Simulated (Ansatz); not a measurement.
**Ge (P6₃/mmc, No. 194, 4 atoms in the cell; start mp-1007760; another form than the element's usual one)**

Calculation: r²SCAN0 (plane waves, PAW; Ansatz, a program for electronic structure).

Settings: plane-wave cutoff 520 eV, 9×9×4 k mesh (along the axes of the cell as run), Fermi–Dirac smearing 0.01 eV, scalar-relativistic PAW data made under PBE.

Cell (relaxed with PBEsol):

Space group P6₃/mmc (No. 194); a = 3.9976 Å, b = 3.9976 Å, c = 6.5937 Å, α = 90.00°, β = 90.00°, γ = 120.00°

```csv
atom,site,symmetry,x,y,z
Ge,4f,3m.,0.6667,0.3333,0.0628
```

```json
{
  "band_gap": "1.07 eV (on the SCF k mesh)"
}
```

Note: cell and atoms aren't relaxed at this level (pressure -1.5 GPa).

Spin–orbit coupling is not included.

The computed numbers hold no vibrational or temperature effects.

It cost about 6 core-minutes (a rough figure) of CPU time.

A start named mp-… is a Materials Project structure, which need not be a measured phase.
